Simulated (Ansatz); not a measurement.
Ni on the 1x1 (101) surface of anatase TiO2 (cut with top plane O), one in a 2x1 cell, energies for each (39.6 Å²). Energies are against an atom of fcc Ni, ferromagnetic, without zero-point or thermal terms; each row is named by its start (#2, #3: further inequivalent places of a kind). No converged result for: 2 more starts.

Host crystal: anatase TiO2, with a band gap (PBE, scalar-relativistic without spin-orbit coupling).

These are PBE (plane waves to 420 eV, PAW; Ansatz, a program for electronic structure) values and carry that method's errors.

Set-up: 37 atoms, 9.4 Å thick at the start under the adsorbate (thin: gaps and levels are the slab's own); mesh 3x4x1; 0.01 eV smearing; dipole correction on; 14 atoms held, the rest relaxed; each run with such symmetry as its start has; spin-polarised, no spin-orbit, no U, no dispersion correction.

A negative adsorption energy means that the adsorbate is more stable on the surface than in its reference. Starts that drift may end in the same place. Heights count from the host atoms within 0.3 Å of the top one.

```csv
starting site,E_ads (eV),height (Å),nearest host atom (Å),bonded to,change of the vacuum step (eV),lateral drift (Å),moment (μB)
top O,3.06,1.39,O 1.74,O + Ti,-1.72,1.0,0.0
top O #2,2.35,0.58,O 1.84,2 O + 3 Ti,-0.64,1.3,0.0
over Ti at depth 0.9 Å,3.05,1.40,O 1.74,O + Ti,-1.72,0.6,0.0
hollow O-O-O over O at depth 4.4 Å,1.86,-0.02,O 1.85,2 O + 4 Ti,-0.32,0.3,0.0
bridge O-O-O (span 3.8 Å),1.86,-0.02,O 1.85,2 O + 4 Ti,-0.32,0.1,0.0
```
